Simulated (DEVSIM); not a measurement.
Device: abrupt Si n-p junction, at 300 K.

```csv
layer (left to right),material,thickness (μm),Nd (cm⁻³),Na (cm⁻³),τn (s),τp (s)
1,Si,67.0,8.6e16,-,4.5e-6,4.5e-6
2,Si,18.0,-,1e17,4.5e-6,4.5e-6
```

Left contact: ohmic. Right contact: ohmic. Voltage is applied to the left contact. Recombination: SRH at mid-gap, Auger. Mobility is μmin + (μ − μmin)/(1 + (N/Nref)^α).

This is a model device: material constants are rounded textbook-type values typed into the input, and sizes, dopings and lifetimes were drawn at random. Values at 300 K; Nc and Nv go as T^1.5, mobilities as T to minus their exponent, the gap by Varshni's rule with the affinity fixed.

```tsv
parameter	Si
gap (eV)	1.124
affinity (eV)	4.05
permittivity	11.7
Nc (cm⁻³)	2.86e19
Nv (cm⁻³)	3.1e19
μn (cm²/Vs)	1417
μp (cm²/Vs)	470
μn,min	52
μp,min	45
Nref,n	9.7e16
Nref,p	2.2e17
αn	0.68
αp	0.72
T exponent of μn	2.3
T exponent of μp	2.2
Cn (cm⁶/s)	2.8e-31
Cp (cm⁶/s)	9.9e-32
Varshni α (eV/K)	0.000473
Varshni β (K)	636
```

Model (solved in DEVSIM): 1D drift-diffusion, Boltzmann statistics, complete ionisation; no tunnelling, impact ionisation, image-force lowering or self-heating.

The temperature was swept, all else fixed.

```csv
temperature (K),dark forward voltage at 1 A/cm² (V),largest field in the device at zero bias (V/cm),potential step across the device at zero bias (V),dark forward voltage at 100 A/cm² (V)
250,0.784,110000,0.899,0.919
300,0.693,110000,0.826,0.862
350,0.599,99000,0.749,0.805
400,0.503,93000,0.669,0.748
450,…,…,0.586,…
500,0.305,77000,0.502,0.636
```

Problem. What belongs in the gaps?

Solution. 
- 450, dark forward voltage at 1 A/cm² (V): 0.405
- 450, largest field in the device at zero bias (V/cm): 85000
- 450, dark forward voltage at 100 A/cm² (V): 0.692
